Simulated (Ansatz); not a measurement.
Start from BeTe in the zinc blende structure (space group F-43m, No. 216).

```
BeTe
1.0
    0.00000     2.80217     2.80217
    2.80217     0.00000     2.80217
    2.80217     2.80217     0.00000
Be Te
1 1
Cartesian
  0.00000   0.00000   0.00000
  1.40108   1.40108   1.40108
```

Level of theory: PBEsol/PAW in Ansatz (a quantum-chemistry and plane-wave program), no spin-orbit coupling.

Strains are applied to the cell and any free atomic positions relax.

One change was made to it. Results:

The smallest direct gap drops by 0.395 eV, from 3.61 eV to 3.21 eV; the band gap goes up by 0.20 eV (1.84 eV → 2.04 eV); the pressure decreases by 44.84 kbar, from 0.1 kbar to -44.8 kbar.

Task: What was done to the base?
A) isotropic strain +0.50 %
B) isotropic strain −3.00 %
C) isotropic strain +3.00 %
D) isotropic strain −1.50 %

Result: C, isotropic strain +3.00 %. For comparison, the band gap in the other runs: isotropic strain −1.50 % gives 1.72 eV; isotropic strain −3.00 % gives 1.59 eV; isotropic strain +0.50 % gives 1.87 eV.

With Te present, leaving out spin-orbit coupling can change the band edges. Whether these cells are dynamically stable was not tested.
